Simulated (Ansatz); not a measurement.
Band structure of CoAl (Pm-3m, 2 atoms in the cell).

```yaml
crystal:
  lattice:
    - [2.90690, 0.00000, 0.00000]
    - [0.00000, 2.90690, 0.00000]
    - [0.00000, 0.00000, 2.90690]
  atoms:
    - { symbol: Al, position: [0.50000, 0.50000, 0.50000] }
    - { symbol: Co, position: [0.00000, 0.00000, 0.00000] }
```

Computed with PBE (plane waves, PAW; Ansatz, an electronic-structure program).

Settings: basis.ecutwfc = 420 eV; kpoints.mp_grid.grid = 15 15 15; hamiltonian.xc = pbe; hamiltonian.pseudopotentials = {kind: paw} (the program's default PAW files); scf.occupations.method = fermi_dirac; scf.occupations.width = 0.05 eV; kpoints.band_path.npoints = 8.

The starting cell has typed, rounded lattice constants, without a prior relaxation at this level. Its lattice was rescaled by a random factor within 2.5 % of one. Spin polarisation is off.

Levels in eV from the Fermi level, bands 7 to 13:
```csv
point,7,8,9,10,11,12,13
Γ,-2.71,-0.77,-0.77,-0.77,5.65,5.65,5.65
X,-2.17,-1.58,-1.58,-0.66,0.16,8.26,10.20
M,-2.57,-2.57,-1.37,-1.37,-0.21,2.23,3.14
R,-3.68,-0.18,-0.18,2.34,2.34,2.34,3.57
```

Bands cross the Fermi level along this path, so the cell is metallic at this level.

Keys are those of Ansatz 0.2.
